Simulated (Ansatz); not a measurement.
The cell is built on a prototype and need not be the phase stable at ambient conditions.

By PBEsol, the system below comes out a metal.

Without scattering a metal conducts by its projected Fermi surface.

Here is the system:

```
CELL_PARAMETERS angstrom
      5.72576     0.00000     0.00000
     -2.86288     4.95865     0.00000
      2.86288     1.65288     2.33753
ATOMIC_POSITIONS crystal
  W  0.50000 0.50000 0.00000
  W  0.00000 0.50000 0.00000
  W  0.50000 0.00000 0.00000
  Ta 0.00000 0.00000 0.00000
```

Space group of this cell: Pm-3m, Cu3Au type. The cell was relaxed by PBE-D3(BJ); by PBEsol its mean pressure is -1.3 GPa.

The current flows along the normal of the first two printed cell vectors. No spin-orbit coupling; the value is a mean over 0.1 eV about the Fermi level.

### Question
Estimate the ballistic conductance per area that PBEsol (Ansatz, an electronic-structure program) returns for this system.

### Answer
1.4 × 10¹⁵ S/m² for both spins.
